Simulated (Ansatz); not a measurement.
Consider the following.

```
GaSb
1.0
    0.00000     3.02649     3.15790
    3.02649     0.00000     3.15790
    3.02649     3.02649     0.00000
Ga Sb
1 1
Direct
  0.00000   0.00000   0.00000
  0.75000   0.75000   0.75000
```

All values below come from PBEsol, rigid bands (plane waves, PAW, scalar-relativistic; Ansatz, an electronic-structure program). Condition of this run: uniaxial stress zz = -2 GPa (compression positive) (the target of the relaxation). How the cell was made: cell and atoms relaxed with PBEsol, then loaded as said.

**Question.** Is this a good metal at this level?

**Answer.** No. No gap shows, but r2SCAN opens one on the same cell, so the missing gap may be the functional's error (that test had no spin-orbit coupling). N(E_F) = 0.00193 states/eV a cell at 300 K and the Drude plasma energy along the best axis is 0.190 eV, several times under that of a simple or noble metal.

Spin-orbit coupling is left out; it can open or close a small gap.
